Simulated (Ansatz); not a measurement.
**Carrier doping in TiO2**

Start from TiO$_{2}$ in the anatase structure (space group I4_1/amd, No. 141; a = 3.778 Å, c = 9.584 Å).

Carriers are added at fixed cell with a uniform background; the Fermi–Dirac width is that of 300 K.

All numbers come from r2SCAN (Ansatz, an electronic-structure program; PAW; 500 eV plane waves; no SOC).

Notes on the quantities. Fermi level from band edge: Fermi level relative to the doped band's edge (positive inside the band; to 0.05 eV).

```tsv
electron density (10^21 cm⁻³)	Fermi level from band edge (eV)
3	0.55
5	?
10	0.85
20	1.00
```

Fit E_F = C n^s, fitted as a line in log–log form (a parabolic band gives s = 2/3) to the rows shown and predict the withheld row.

Least squares on the printed values gives C = 0.39 eV, s = 0.32 (largest residual 0.03 eV); this predicts 0.66 eV, and the run gives 0.70 eV, in agreement.

Carriers are added with a uniform compensating background; total energy and stress of such cells depend on the potential's zero and are not compared; many-body gap narrowing is missing at this level. No phonon test of stability was made. All final runs are without spin polarisation.
